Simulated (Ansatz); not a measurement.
Start from TaN (space group P6/mmm, No. 191).

```xyz
6
Lattice="5.2017 0.0000 0.0000 -2.6008 4.5048 0.0000 0.0000 0.0000 2.9061" Properties=species:S:1:pos:R:3 pbc="T T T"
Ta     0.0000     0.0000     0.0000
Ta     0.0000     3.0032     1.4531
Ta     2.6008     1.5016     1.4531
N      2.6008     0.0000     0.0000
N      1.3004     2.2524     0.0000
N     -1.3004     2.2524     0.0000
```

The values are results of PBEsol in Ansatz (plane waves to 420 eV, PAW, scalar-relativistic without spin-orbit coupling), not measurements.

Before the change:

The lattice parameter a is 5.202 Å.

Perturbation: cell and atoms relaxed at a pressure of 7.5 GPa.

What happens to the lattice parameter a?

The lattice parameter a decreases by 0.054 Å (5.202 Å → 5.148 Å).

Load acts through the strain it causes; cell and atoms are relaxed under it. Whether these cells are dynamically stable was not tested. No other phases were tried under pressure. All final runs are without spin polarisation. This is not the structure that TaN has at room temperature and ambient pressure.

Ansatz is a quantum-chemistry and plane-wave program.
